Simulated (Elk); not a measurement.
Band structure of KSr₃ (Fm-3m, 4 atoms in the cell).

```yaml
crystal:
  lattice:
    - [0.00000, 4.97170, 4.97170]
    - [4.97170, 0.00000, 4.97170]
    - [4.97170, 4.97170, 0.00000]
  atoms:
    - { symbol: K, position: [0.00000, 0.00000, 0.00000] }
    - { symbol: Sr, position: [0.25000, 0.25000, 0.25000] }
    - { symbol: Sr, position: [0.75000, 0.75000, 0.75000] }
    - { symbol: Sr, position: [0.50000, 0.50000, 0.50000] }
```

Computed with Elk 10.2.4 with LDA (PW92), all-electron FP-LAPW, Elk's shipped species files, APW+lo basis with extra local orbitals.

Settings: xctype = 3; rgkmax = 7.5; stype = 3; swidth = 0.00183747 Ha; ngridk = 5 5 5; gmaxvr = 18 1/bohr; lmaxapw = 10; lmaxo = 8; nxlo = 2; lorbcnd = true; lradstp = 2; nrmtscf = 2; lmaxi = 4.

The starting cell comes from a database of computed structures (which also holds hypothetical and non-ambient phases and stackings), without a prior relaxation at this level. Its lattice was rescaled by a random factor within 2.5 % of one. Values depend on the basis (sphere radii, cutoffs, local orbitals), which need not be converged.

Levels in eV from the Fermi level, bands 17 to 24:
| point | 17 | 18 | 19 | 20 | 21 | 22 | 23 | 24 |
|---|---|---|---|---|---|---|---|---|
| Γ | -3.26 | 0.24 | 0.24 | 0.44 | 0.44 | 0.44 | 0.60 | 0.60 |
| X | -1.65 | -1.48 | -0.81 | -0.53 | 0.31 | 0.31 | 1.17 | 1.25 |
| W | -1.37 | -1.31 | -1.31 | -0.78 | 0.74 | 0.74 | 0.88 | 0.89 |
| K | -1.54 | -1.47 | -1.14 | -0.41 | 0.29 | 0.79 | 0.91 | 1.21 |
| L | -2.10 | -1.75 | 0.32 | 0.32 | 0.38 | 0.45 | 0.45 | 1.10 |
| U | -1.54 | -1.47 | -1.14 | -0.41 | 0.29 | 0.79 | 0.91 | 1.21 |

Bands cross the Fermi level along this path, so the cell is metallic at this level.
